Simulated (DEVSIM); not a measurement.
Device: abrupt Si p-n junction, at 300 K.

| layer (left to right) | material | thickness (μm) | Nd (cm⁻³) | Na (cm⁻³) | τn (s) | τp (s) |
|---|---|---|---|---|---|---|
| 1 | Si | 0.410 | - | 2.5e17 | 6.1e-5 | 6.1e-5 |
| 2 | Si | 1.30 | 5.6e14 | - | 6.1e-5 | 6.1e-5 |

Left contact: ohmic. Right contact: ohmic. Voltage is applied to the left contact. Recombination: SRH at mid-gap, radiative. Mobility is μmin + (μ − μmin)/(1 + (N/Nref)^α).

Constants are typed, rounded textbook-type inputs, not results; the design itself was drawn at random and stands for no fabricated device. Values at 300 K.

```
parameter           Si
-------------  -------
gap (eV)         1.124
affinity (eV)     4.05
permittivity      11.7
Nc (cm⁻³)      2.86e19
Nv (cm⁻³)       3.1e19
μn (cm²/Vs)       1417
μp (cm²/Vs)        470
μn,min              52
μp,min              45
Nref,n          9.7e16
Nref,p          2.2e17
αn                0.68
αp                0.72
B (cm³/s)      4.7e-15
```

Model (solved in DEVSIM): 1D drift-diffusion, Boltzmann statistics, complete ionisation; no tunnelling, impact ionisation, image-force lowering or self-heating.

Task: Tabulate band edges, carrier densities and field at zero bias.

Result: Energies count from the Fermi level of the right contact; mesh points crowd at the junctions.

```
x (μm)   Ec (eV)  Ev (eV)  n (cm⁻³)  p (cm⁻³)  field (V/cm)
-------  -------  -------  --------  --------  ------------
0.000      0.999   -0.125       460    2.5e17           ≈ 0
0.01627    0.999   -0.125       460    2.5e17           ≈ 0
0.03978    0.999   -0.125       460    2.5e17           ≈ 0
0.07974    0.999   -0.125       460    2.5e17           ≈ 0
0.1629     0.999   -0.125       460    2.5e17           ≈ 0
0.2567     0.999   -0.125       460    2.5e17           ≈ 0
0.3200     0.999   -0.125       460    2.5e17           ≈ 0
0.3736     0.999   -0.125       470    2.5e17          -490
0.3974     0.992   -0.132       610    1.9e17         -8100
0.4110     0.969   -0.155      1500    7.6e16        -27000
0.4283     0.933   -0.191      6000    1.9e16        -16000
0.4662     0.884   -0.240     40000    2.9e15        -11000
0.5202     0.829   -0.295    340000    3.4e14         -9700
0.6016     0.753   -0.371   6300000    1.8e13         -8900
0.8073     0.590   -0.534     3.6e9    3.3e10         -7100
1.086      0.426   -0.698    2.0e12     5.9e7         -4700
1.330      0.338   -0.786    6.0e13   1900000         -2600
1.492      0.305   -0.819    2.2e14    540000         -1500
1.605      0.290   -0.834    3.8e14    310000         -1100
1.657      0.285   -0.839    4.6e14    250000          -960
1.686      0.282   -0.842    5.1e14    230000          -930
1.710      0.280   -0.844    5.6e14    210000          -920
```
